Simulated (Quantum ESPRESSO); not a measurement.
# Habitual settings against a tight run: AlCoF5 (Immm, 7 atoms in the cell)

Self-consistent single point.

```
CELL_PARAMETERS angstrom
     -1.75534     3.10825     3.70021
      1.75534    -3.10825     3.70021
      1.75534     3.10825    -3.70021
ATOMIC_POSITIONS crystal
  Al 0.50000 0.50000 0.00000
  Co 0.00000 0.00000 0.00000
  F  0.79401 0.50000 0.29401
  F  0.20599 0.50000 0.70599
  F  0.25928 0.25928 0.00000
  F  0.74072 0.74072 0.00000
  F  0.50000 0.00000 0.50000
```
Moments meant for the start (each program seeds them in its own way; μB, in the order of the atoms Al Co F F F F F): 0.0 3.0 0.0 0.0 0.0 0.0 0.0.

Level of theory: LDA (PZ)+U, GBRV 1.5 ultrasoft (LDA) pseudopotentials (plane waves; Quantum ESPRESSO).

Base settings: ecutwfc = 50 Ry; ecutrho = 400 Ry; occupations = smearing; smearing = fd; degauss = 0.000734986 Ry; nspin = 2; potentials = {Al: al_lda_v1.uspp.F.UPF, Co: co_lda_v1.2.uspp.F.UPF, F: f_lda_v1.4.uspp.F.UPF}; K_POINTS = automatic 6 6 6 0 0 0; HUBBARD = ortho-atomic; U Co-3d 3.32 eV; conv_thr = 1e-10 Ry; mixing_beta = 0.2.

Tight run (finer mesh or higher cutoff; not a proven limit): ecutwfc: 50 Ry → 70 Ry; ecutrho: 400 Ry → 560 Ry; conv_thr: 1e-10 Ry → 7.3e-11 Ry; K_POINTS: automatic 6 6 6 0 0 0 → automatic 9 9 9 0 0 0. It gave top of the valence band (on the code's own zero) 3.65 eV; gap on the k-point mesh 2.67 eV; pressure -3.61 GPa; largest force (vector length) 0.260 eV/Å; size of the cell's spin moment 3.00 μB; site moments (μB, in the program's spheres or projections) Al 0.00, Co 2.57, F 0.05, F 0.05, F 0.04, F 0.04, F 0.00.

Quick runs, as changes from the base:
- A: the base itself
- B: ecutwfc: 50 Ry → 25 Ry; ecutrho: 400 Ry → 200 Ry; K_POINTS: automatic 6 6 6 0 0 0 → automatic 2 2 2 0 0 0
- C: ecutwfc: 50 Ry → 45 Ry; ecutrho: 400 Ry → 360 Ry; smearing: fd → cold; degauss: 0.000734986 Ry → 0.019992 Ry; conv_thr: 1e-10 Ry → 7.3e-05 Ry; pseudopotentials: {Al: al_lda_v1.uspp.F.UPF, Co: co_lda_v1.2.uspp.F.UPF, F: f_lda_v1.4.uspp.F.UPF} → {Al: Al.pbe-n-kjpaw_psl.1.0.0.UPF, Co: Co_pbe_v1.2.uspp.F.UPF, F: F.oncvpsp.upf}; K_POINTS: automatic 6 6 6 0 0 0 → automatic 1 1 1 0 0 0; input_dft: default → pbesol [PBEsol+U]
- D: K_POINTS: automatic 6 6 6 0 0 0 → automatic 4 4 4 1 1 1
- E: ecutwfc: 50 Ry → 35 Ry; ecutrho: 400 Ry → 280 Ry; smearing: fd → gauss; degauss: 0.000734986 Ry → 0.0099958 Ry; conv_thr: 1e-10 Ry → 7.3e-05 Ry; K_POINTS: automatic 6 6 6 0 0 0 → automatic 4 4 4 1 1 1

Dashes: time of B, under 30 s; energy of C, another energy zero; pressure of C, E, not trusted under this conv_thr with d or f elements; gap of C, left out as unsure on this mesh or at this smearing.

Gaps are read on each run's own mesh, which may miss the band edges.

† marks runs with another functional, U, potentials or spin treatment: their distance from the tight run is not a convergence error alone.

The count of work is k-points × plane waves × bands × iterations; it is no time. Core times come from one kind of shared machine and are given to one figure; runs under 30 s give none.

The starting cell comes from a database of computed structures (which also holds hypothetical and non-ambient phases and stackings), without a prior relaxation at this level. Its lattice was rescaled by a random factor within 2.5 % of one. With one magnetic atom in the cell only a parallel order is possible. With U or open f shells several self-consistent states can exist. In the base run, with a pressure of about -4 GPa the cell is away from its equilibrium volume at this level.

| run | energy less tight (meV/atom) | pressure less tight (GPa) | largest miss in a force vector (eV/Å) | gap on the mesh less tight (eV) | count of work / tight | core time / tight (rough) |
|---|---|---|---|---|---|---|
| A | 2.0 | -0.04 | 0.000 | -0.009 | 0.21 | 0.2 |
| B | 1338.9 | -101.98 | 0.246 | -0.151 | 0.0086 | – |
| C† | – | – | 0.084 | – | 0.0025 | 0.02 |
| D | 2.0 | -0.04 | 0.000 | 0.000 | 0.083 | 0.10 |
| E | 34.3 | – | 0.040 | -0.015 | 0.024 | 0.03 |

Among the runs at the tight run's level, the energy misses run from 2.0 to 1338.9 meV/atom.

Left out of this page: 1 run of the series outside the window shown, repeating another row's setting, or not comparable.
